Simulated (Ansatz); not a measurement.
Take SnTe in the rock salt structure (space group Fm-3m, No. 225) as the base.

```yaml
crystal:
  lattice:
    - [0.00000, 3.11741, 3.11741]
    - [3.11741, 0.00000, 3.11741]
    - [3.11741, 3.11741, 0.00000]
  atoms:
    - { symbol: Sn, position: [0.00000, 0.00000, 0.00000] }
    - { symbol: Te, position: [0.50000, 0.50000, 0.50000] }
```

The values are results of LDA, PAW, 420 eV (Ansatz, an electronic-structure program; spin-orbit coupling left out), not measurements.

Base values:

```
Item                               Result
-----------------------------  ----------
Shortest interatomic distance     3.117 Å
Density                        6.75 g/cm³
```

Now apply this change: cell and atoms relaxed at a pressure of 22.5 GPa.

Q: What does the calculation give for the shortest interatomic distance after the change?

A: The shortest interatomic distance falls by 0.257 Å (3.117 Å → 2.860 Å).

Q: What happens to the density?

A: The density rises by 1.99 g/cm³ (6.75 g/cm³ → 8.74 g/cm³).

A case with no gap was solved on a k-mesh chosen for an insulator, which is coarse for it. Load acts through the strain it causes; cell and atoms are relaxed under it. No phonon test of stability was made. Competing high-pressure phases were not computed. All final runs are without spin polarisation.
